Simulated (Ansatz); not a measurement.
Where the default PAW files enter, the runs use the earlier of Ansatz's two default sets.

The decay constant κ of evanescent states in the gap governs leakage through a thin film.

```yaml
crystal:
  lattice:
    - [4.91497, 0.00000, 0.00000]
    - [-2.45748, 4.25649, 0.00000]
    - [0.00000, 0.00000, 5.43130]
  atoms:
    - { symbol: Si, position: [0.46891, 0.00000, 0.00000] }
    - { symbol: Si, position: [0.00000, 0.46891, 0.33333] }
    - { symbol: Si, position: [0.53109, 0.53109, 0.66667] }
    - { symbol: O, position: [0.58661, 0.85583, 0.78489] }
    - { symbol: O, position: [0.14417, 0.73078, 0.11822] }
    - { symbol: O, position: [0.26922, 0.41339, 0.45156] }
    - { symbol: O, position: [0.73078, 0.14417, 0.21511] }
    - { symbol: O, position: [0.41339, 0.26922, 0.88178] }
    - { symbol: O, position: [0.85583, 0.58661, 0.54844] }
```

Space group of this cell: P3_121. The cell is taken as given; by PBEsol its mean pressure is 2.7 GPa.

Transport runs along the normal of the first two printed cell vectors, the (001) plane of the conventional cell.

The gap is the functional's own, uncorrected, and κ follows it; spin-orbit coupling is left out. Mid-gap values are interpolated between the computed energies.

Q: Predict the band gap and the smallest decay constant κ at mid-gap from Ansatz (an electronic-structure program) with PBEsol.

A: Gap 5.83 eV on a 12×12×6 mesh; κ = 0.488 1/Å, at the zone centre.
